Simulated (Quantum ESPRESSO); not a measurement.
## Sensitivity of a calculation on K2NaAl3F12 (P2_1/m, 36 atoms in the cell) to its settings

```xyz
36
Lattice="6.8761 0.0000 0.0000 0.0000 6.9167 0.0000 -0.0266 0.0000 9.5707" Properties=species:S:1:pos:R:3 pbc="T T T"
K      0.0893     1.7292     1.0174
K      6.7601     5.1875     8.5533
K      3.6561     5.1875     6.1434
K      3.1933     1.7292     3.4273
Na     5.4153     1.7292     7.2670
Na     1.4341     5.1875     2.3037
Al    -0.0133     3.4583     4.7853
Al    -0.0133     0.0000     4.7853
Al     3.4380     0.0000     0.0000
Al     3.4380     3.4583     0.0000
Al     2.0987     1.7292     6.8804
Al     4.7507     5.1875     2.6903
F      6.3160     1.7292     4.8007
F      0.5334     5.1875     4.7700
F      3.5569     1.7292     5.9453
F      3.2925     5.1875     3.6254
F      3.5924     5.1875     9.0137
F      3.2570     1.7292     0.5570
F      6.1555     5.1875     1.7084
F      0.6939     1.7292     7.8623
F      0.9114     0.2801     3.3402
F      5.9380     3.7385     6.2305
F      5.9380     6.6365     6.2305
F      0.9114     3.1782     3.3402
F      1.4430     0.4330     5.7941
F      5.4064     3.8913     3.7766
F      5.4064     6.4837     3.7766
F      1.4430     3.0253     5.7941
F      1.8015     6.6158     0.4881
F      5.0479     3.1575     9.0826
F      5.0479     0.3009     9.0826
F      1.8015     3.7592     0.4881
F      3.9979     3.8789     1.6653
F      2.8515     0.4205     7.9054
F      2.8515     3.0378     7.9054
F      3.9979     6.4961     1.6653
```

Base run A: LDA (PZ), GBRV 1.5 ultrasoft (LDA) pseudopotentials (Quantum ESPRESSO), self-consistent single point.

Its settings: ecutwfc = 40 Ry; ecutrho = 200 Ry; occupations = smearing; smearing = cold; degauss = 0.0073499 Ry; K_POINTS = automatic 2 2 2 0 0 0; conv_thr = 1e-09 Ry.

The starting cell comes from a database of published, mostly measured structures (it also holds non-ambient and calculated ones), without a prior relaxation at this level. Its lattice was rescaled by a random factor within 2.5 % of one.

ΔF is the free energy per atom less that of run A. A dash stands where there is no value to compare (another energy zero or no entropy term, no result, no spin, no clean gap, or a mesh too coarse for one). Absolute energies have different zeros for different potentials, functionals, Hubbard and dispersion terms and are not compared across them.

Run A gave: pressure (GPa) -0.56; largest force (eV/Å) 0.597; gap on the mesh (eV) 6.926; k-points 8.

Runs:
- B: conv_thr: 1e-09 Ry → 7.3e-10 Ry
- C: nosym: default → true
- D: lattice scaled by 1.03; ecutwfc: 40 Ry → 24 Ry; ecutrho: 200 Ry → 120 Ry
- E: K_POINTS: automatic 2 2 2 0 0 0 → automatic 1 1 1 0 0 0
- F: ecutwfc: 40 Ry → 50 Ry; ecutrho: 200 Ry → 400 Ry; input_dft: default → blyp; potentials: SSSP 1.1.2 efficiency (PBE) [BLYP]
- G: nbnd: default → 184
- H: mixing_beta: default → 0.2; mixing_mode: default → TF
- I: nosym: default → true; noinv: default → true

Task: What does run E change against A?

Result: The free energy rises by 5.8 meV/atom, the pressure moves little (-0.56 to -0.51 GPa), the largest force goes from 0.597 to 0.573 eV/Å and the gap on the mesh goes from 6.926 to 6.948 eV.

Task: What does run F change against A?

Result: The pressure goes from -0.56 to 8.99 GPa, the largest force goes from 0.597 to 1.054 eV/Å and the gap on the mesh goes from 6.926 to 7.330 eV.

Task: What does run D change against A?

Result: The free energy goes up by 1.11 eV/atom, the pressure goes from -0.56 to -64.39 GPa, the largest force goes from 0.597 to 0.696 eV/Å and the gap on the mesh goes from 6.926 to 6.397 eV.

```
run  ΔF (meV/atom)  pressure (GPa)  largest force (eV/Å)  gap on the mesh (eV)  k-points
---  -------------  --------------  --------------------  --------------------  --------
A             0.00           -0.56                 0.597                 6.926         8
B             0.00           -0.56                 0.597                 6.926         8
C             0.00           -0.56                 0.597                 6.926         8
D           1110.7          -64.39                 0.696                 6.397         8
E              5.8           -0.51                 0.573                 6.948         1
F                –            8.99                 1.054                 7.330         8
G             0.00           -0.56                 0.597                 6.926         8
H             0.00           -0.56                 0.597                 6.926         8
I             0.00           -0.56                 0.597                 6.926         8
```
